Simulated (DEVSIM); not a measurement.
System: illuminated Si n-on-p cell, one wavelength, at 300 K.

```tsv
layer (left to right)	material	thickness (μm)	Nd (cm⁻³)	Na (cm⁻³)	τn (s)	τp (s)	absorption coefficient (cm⁻¹)
1	Si	0.740	5.6e17	-	0.0002	2.1e-5	510
2	Si	31.0	-	1.8e15	0.0005	0.0005	510
```

Left contact: ohmic, minority hole recombination velocity 4e5 cm/s. Right contact: ohmic, minority electron recombination velocity 4e6 cm/s. Voltage is applied to the left contact. Recombination: SRH at mid-gap, radiative, Auger. Gap narrowing is on: ΔEg = 6.92 meV × (l + √(l² + 0.5)), l = ln(N/1.3e17 cm⁻³), shared equally by both band edges. Light enters at the left, 5.6e17 photons cm⁻² s⁻¹, one pass, no reflection. Mobility is constant in doping. Where it depends on doping, it is μmin + (μ − μmin)/(1 + (N/Nref)^α).

This is a model device: material constants are rounded textbook-type values typed into the input, and sizes, dopings and lifetimes were drawn at random. Values at 300 K. The table also holds parameters that only a changed run uses.

| parameter | Si |
|---|---|
| gap (eV) | 1.124 |
| affinity (eV) | 4.05 |
| permittivity | 11.7 |
| Nc (cm⁻³) | 2.86e19 |
| Nv (cm⁻³) | 3.1e19 |
| μn (cm²/Vs) | 1417 |
| μp (cm²/Vs) | 470 |
| μn,min | 52 |
| μp,min | 45 |
| Nref,n | 9.7e16 |
| Nref,p | 2.2e17 |
| αn | 0.68 |
| αp | 0.72 |
| B (cm³/s) | 4.7e-15 |
| Cn (cm⁶/s) | 2.8e-31 |
| Cp (cm⁶/s) | 9.9e-32 |

Simulated with DEVSIM: 1D drift-diffusion, Boltzmann statistics, complete ionisation; no tunnelling, impact ionisation, image-force lowering or self-heating.

Base results: largest power (mW/cm²) 18.8; potential step across the device at zero bias (V) 0.759; share of generated pairs collected at short circuit 0.645; fill factor 0.80.

**Question.** What follows from this one change: thickness of layer 1 0.74 → 2.2 μm?

**Answer.** largest power little changed (18.9 mW/cm²); potential step across the device at zero bias little changed (0.759 V); share of generated pairs collected at short circuit 0.645 → 0.633; fill factor little changed (0.80).

**Question.** What follows from this one change: doping Na of layer 2 1.8e+15 → 1.8e+14 cm^-3?

**Answer.** largest power 18.8 → 17.1 mW/cm²; potential step across the device at zero bias 0.759 → 0.700 V; share of generated pairs collected at short circuit 0.645 → 0.692; fill factor 0.80 → 0.77.

**Question.** What follows from this one change: doping-dependent mobility in place of the constant one?

**Answer.** largest power little changed (18.8 mW/cm²); potential step across the device at zero bias little changed (0.759 V); share of generated pairs collected at short circuit 0.645 → 0.641; fill factor little changed (0.80).
